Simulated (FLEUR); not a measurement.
Input and output of a self-consistent single point for AlIr (Pm-3m, 2 atoms in the cell) (FLEUR).

Level of theory: PBEsol, all-electron FLAPW (FLEUR), scalar-relativistic valence.

```yaml
crystal:
  lattice:
    - [2.94783, 0.00000, 0.00000]
    - [0.00000, 2.94783, 0.00000]
    - [0.00000, 0.00000, 2.94783]
  atoms:
    - { symbol: Al, position: [0.00000, 0.00000, 0.00000] }
    - { symbol: Ir, position: [0.50000, 0.50000, 0.50000] }
```

Reference input (self-consistent single point, DFT, PBEsol, all-electron FLAPW (FLEUR), scalar-relativistic valence): Kmax = 4.5 1/bohr; GmaxXC = 18 1/bohr; xcFunctional = PBEs; jspins = 1; l_soc = F; mode = hist; fermiSmearingEnergy = 0.00367493 Htr; mesh (inpgen div1-3) = 11 11 11; inpgen gamma flag = false; Gmax = 18 1/bohr; numbands = 0; maxIterBroyd = 40. This run's input differs from it in these lines:

```diff
@@ -52,3 +52,3 @@
       <species name="Aluminum (Al)" element="Al" atomicNumber="13">
-         <mtSphere radius="1.78" gridPoints="615" logIncrement="0.018"/>
+         <mtSphere radius="1.78" gridPoints="1231" logIncrement="0.00900"/>
          <atomicCutoffs lmax="8" lnonsphr="6"/>
@@ -63,3 +63,3 @@
       <species name="Iridium (Ir)" element="Ir" atomicNumber="77">
-         <mtSphere radius="2.61" gridPoints="899" logIncrement="0.015"/>
+         <mtSphere radius="2.61" gridPoints="1799" logIncrement="0.00750"/>
          <atomicCutoffs lmax="10" lnonsphr="8"/>
```

Output (repeated stretches shortened):

```
 Iteration:     1   Distance:      12.48337718 me/bohr^3
 Iteration:     2   Distance:      11.63726840 me/bohr^3
 Iteration:     3   Distance:       4.87031469 me/bohr^3
 Iteration:     4   Distance:       1.10778266 me/bohr^3
 Iteration:     5   Distance:       1.03058767 me/bohr^3
   [... 5 lines left out ...]
 Iteration:    11   Distance:       0.00225000 me/bohr^3
 Iteration:    12   Distance:       0.00006520 me/bohr^3
 Iteration:    13   Distance:       0.00014485 me/bohr^3
 Iteration:    14   Distance:       0.00000652 me/bohr^3
 Run finished successfully
 Stop message:
   Structural relaxation: Done

[file out, last iteration]
             iter=     15
[...]
          total density-effective poten   -3.1662406967E+04
          total charge density-energy d   -3.6242932918E+02
 Updated energy parameters for spin:           1
[...]
 fermi energy and band-weighting factors:

[...]
FERMIE:
          first approx. to ef    (T=0)  :   0.555937 htr   (energy of the highest occ. eigenvalue)
          number of occ. states  (T=0)  :        504
          first approx. to seigv (T=0)  :  -3.135694 htr
          sum of weights of occ. states :   9.003005
          sum of semicore charge        :   0.000000 e
FERHIS:  Fermi-Energy by histogram:
          bandgap                     :   0.007658 htr
   [... lines left out ...]
          charge neutrality (T=0)     :   0.006011    (zero if the highest occ. eigenvalue is "entirely" occupied)
     EF_NEWTON:  Adjust Fermi-Energy by Newton-Method.
 Direct bandgap for spin            1 :    3.5424649665397601E-002  Htr
 ---->    free energy=                    -18095.5213538489 htr
   [... lines left out ...]
      extrapolation for T->0
 ---->    total electron energy=          -18095.5211300094 htr
 ***** TOTAL FORCES ON ATOMS *****
 TOTAL FORCE FOR ATOM TYPE=  1  X=  0.000   Y=  0.000   Z=  0.000
                       FX_TOT= 0.000000 FY_TOT= 0.000000 FZ_TOT= 0.000000
 TOTAL FORCE FOR ATOM TYPE=  2  X=  2.785   Y=  2.785   Z=  2.785
                       FX_TOT= 0.000000 FY_TOT= 0.000000 FZ_TOT= 0.000000
 Structural relaxation: Done
```

The run converged in 14 iterations. FLEUR gives forces in its relaxation mode, with a further iteration, so its stop message speaks of a relaxation. Against the reference run the free energy goes down by 1.8 meV/atom.

The starting cell comes from a database of computed structures (which also holds hypothetical and non-ambient phases and stackings), without a prior relaxation at this level. Its lattice was rescaled by a random factor within 2.5 % of one. Spin-orbit coupling is off. Spin polarisation is off. Values depend on the basis (sphere radii, cutoffs, local orbitals), which need not be converged. The log's line on a gap gives a spacing of levels on this mesh, which the program prints for metals too.

Cost on one core of a shared machine: roughly 70 s.
